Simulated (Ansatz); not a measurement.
The starting structures come from a database of crystals and need not be the phases stable at ambient conditions.

Inside the gap of an insulator the Bloch states are evanescent, with a wavenumber k + iκ along the transport direction.

Here is the system:

```
BaS3
1.0
    6.95196     0.00000     0.00000
    0.00000     6.95196     0.00000
    0.00000     0.00000     4.21601
Ba S
2 6
Cartesian
  3.47598   3.47598   0.00000
  0.00000   0.00000   0.00000
  2.23937   1.23661   2.00341
  1.23661   4.71259   2.21260
  4.71259   5.71535   2.00341
  5.71535   2.23937   2.21260
  3.47598   0.00000   0.89173
  0.00000   3.47598   3.32428
```

Space group of this cell: P-42_1m. The cell is taken as given.

Transport runs along the normal of the first two printed cell vectors, the (001) plane of the conventional cell.

The gap is the functional's own, uncorrected, and κ follows it; spin-orbit coupling is left out. Mid-gap values are interpolated between the computed energies.

Q: Compute, with r2SCAN (Ansatz, a first-principles code), the band gap and the smallest decay constant κ at mid-gap.

A: Gap 1.76 eV on a 6×6×8 mesh; κ = 0.305 1/Å, at (0.500, 0.500) of the in-plane reciprocal vectors. At the zone centre, at the nearest computed energy, the slowest state has κ = 0.32 1/Å.
